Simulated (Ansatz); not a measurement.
The starting structures come from a database of crystals and need not be the phases stable at ambient conditions.

Inside the gap of an insulator the Bloch states are evanescent, with a wavenumber k + iκ along the transport direction.

```xyz
12
Lattice="3.9336 0.0000 0.0000 0.0000 9.7308 0.0000 0.0000 0.0000 8.1966" Properties=species:S:1:pos:R:3 pbc="T T T"
Sb     2.9028     3.5707     5.1246
Sb     0.9359     6.1601     3.0720
Sb     0.9359     8.4361     7.1703
Sb     2.9028     1.2947     1.0263
S      2.9028     4.3917     2.7497
S      0.9359     5.3392     5.4469
S      0.9359     9.2571     1.3486
S      2.9028     0.4737     6.8480
Br     2.9028     6.5677     0.1160
Br     0.9359     3.1631     8.0805
Br     0.9359     1.7023     3.9823
Br     2.9028     8.0285     4.2143
```

The cell was relaxed by PBE-D3(BJ); by PBEsol it stands under a pressure of -0.7 GPa.

Transport runs along the normal of the first two printed cell vectors.

The gap is the functional's own, uncorrected, and κ follows it; spin-orbit coupling is left out. Mid-gap means the computed energy nearest the middle.

Q: Predict the band gap and the smallest decay constant κ at mid-gap from PBEsol (Ansatz, a program for electronic structure).

A: Gap 1.62 eV on a 8×4×4 mesh; κ = 0.221 1/Å, at (0.250, 0.000) of the in-plane reciprocal vectors. At the zone centre the slowest state has κ = 0.27 1/Å.
